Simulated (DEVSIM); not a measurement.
Structure: Pd/Si3N4/SiO2/p-Si capacitor, at 300 K.

| layer (left to right) | material | thickness (nm) | Na (cm⁻³) |
|---|---|---|---|
| 1 | Si3N4 | 6.20 | - |
| 2 | SiO2 | 0.740 | - |
| 3 | Si | 4400 | 1.7e16 |

Metal gate on the left, work function 5.2 eV. Fixed charge at the semiconductor interface -3.2e10 cm⁻² (in units of +e); no interface traps.

The device is made up for the run: typed textbook-type constants, with dimensions and the other settings drawn at random. Values at 300 K.

```csv
parameter,Si3N4,SiO2,Si
gap (eV),5.1,9,1.124
affinity (eV),2.1,0.9,4.05
permittivity,7.5,3.9,11.7
Nc (cm⁻³),-,-,2.86e19
Nv (cm⁻³),-,-,3.1e19
```

Simulated with DEVSIM: 1D Poisson equation in equilibrium, Boltzmann statistics, complete ionisation; no quantum confinement or tunnelling. Metal contacts follow the ideal Schottky-Mott rule: no Fermi-level pinning, no interface dipoles.

Problem. Tabulate band edges, carrier densities and field at 0.7 V on the gate.

Solution. Energies count from the Fermi level of the right contact; mesh points crowd at the junctions.

```tsv
x (μm)	Ec (eV)	Ev (eV)	n (cm⁻³)	p (cm⁻³)	field (V/cm)
0.000	2.400	-2.700	< 1e2	< 1e2	79000
0.001300	2.410	-2.690	< 1e2	< 1e2	79000
0.003404	2.427	-2.673	< 1e2	< 1e2	79000
0.005313	2.442	-2.658	< 1e2	< 1e2	79000
0.006550	3.654	-5.346	< 1e2	< 1e2	150000
0.007251	0.511	-0.613	7.3e10	1.6e9	45000
0.009212	0.520	-0.604	5.2e10	2.2e9	45000
0.01628	0.551	-0.573	1.6e10	7.4e9	43000
0.03027	0.609	-0.515	1.7e9	6.9e10	39000
0.06102	0.718	-0.406	2.5e7	4.6e12	31000
0.1346	0.878	-0.246	51000	2.3e15	13000
0.4000	0.930	-0.194	6800	1.7e16	≈ 0
0.9254	0.930	-0.194	6800	1.7e16	≈ 0
2.151	0.930	-0.194	6800	1.7e16	≈ 0
3.664	0.930	-0.194	6800	1.7e16	≈ 0
4.089	0.930	-0.194	6800	1.7e16	≈ 0
4.271	0.930	-0.194	6800	1.7e16	≈ 0
4.349	0.930	-0.194	6800	1.7e16	≈ 0
4.389	0.930	-0.194	6800	1.7e16	≈ 0
4.400	0.930	-0.194	6800	1.7e16	≈ 0
4.405	0.930	-0.194	6800	1.7e16	≈ 0
4.407	0.930	-0.194	6800	1.7e16	≈ 0
```
